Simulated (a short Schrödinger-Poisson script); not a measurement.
Stack: gated Al0.3Ga0.7As/GaAs δ-doped gas, at 77 K.

| layer | material | thickness (nm) | Na (cm⁻³) |
|---|---|---|---|
| 1 | Al0.3Ga0.7As | 8 | - |
| 2 | Al0.3Ga0.7As | 2 | - |
| 3 | GaAs | 6000 | 1e15 |

Constants are typed, rounded textbook-type inputs, not results; the design itself was drawn at random and stands for no fabricated device. Al0.3Ga0.7As: permittivity 12.05, conduction-band edge (eV) 0.237, gap (eV) 1.798, electron mass (mₑ) 0.0919, Nv at 300 K (cm⁻³) 9e18. GaAs: permittivity 12.9, conduction-band edge (eV) 0, gap (eV) 1.424, Nv at 300 K (cm⁻³) 9e18.

Channel valleys (confinement mass, in-plane density-of-states mass, number): Γ 0.067, 0.067, 1. At the gate the conduction-band edge of layer 1 lies 0.99 eV − eVg above the Fermi level of the channel; the field vanishes at the back. Sheet of ionised δ-doping: +5.4e12 e/cm² at 8 nm from the gate. The barrier under the gate holds no holes. Gaps are held at their typed values at every temperature. Mesh 0.08 nm at interfaces.

Solved with a short Schrödinger-Poisson script written for these runs: 1D Poisson equation in equilibrium, electrons quantum, Hartree (BenDaniel-Duke, 40 states a valley, the channel's in-plane mass for all, wave functions free to enter the barrier), parabolic valleys, classical holes, full ionisation, no traps, pinning or gate leakage.

The same stack at other levels of the model or other numerical settings:

```
run                                                                  sheet density of all electrons at Vg = 0.5 V (cm⁻²)  capacitance at Vg = 0.5 V (μF/cm²)  centroid of the channel electrons at Vg = 0.5 V (nm)  gate voltage at 1e11 electrons/cm² (V)  rough cost against the base
-------------------------------------------------------------------  ---------------------------------------------------  ----------------------------------  ----------------------------------------------------  --------------------------------------  ---------------------------
base                                                                                                             1.55e12                               0.787                                                  5.17                                    0.18                      about 1
electrons treated as classical, Boltzmann                                                                        2.18e12                                1.02                                                  0.99                                    0.16                         0.03
electrons treated as classical, Fermi-Dirac                                                                      1.60e12                               0.752                                                  4.35                                    0.16                          0.1
electrons treated as quantum, Hartree plus LDA exchange-correlation                                              1.61e12                               0.801                                                  4.86                                    0.17                            1
mesh six times as coarse                                                                                         1.55e12                               0.787                                                  5.14                                    0.18                          0.3
one subband a valley                                                                                             1.52e12                               0.763                                                  4.45                                    0.18                          0.4
```

The classical rows ignore confinement, and Boltzmann statistics overrate the density once the band edge passes the Fermi level.
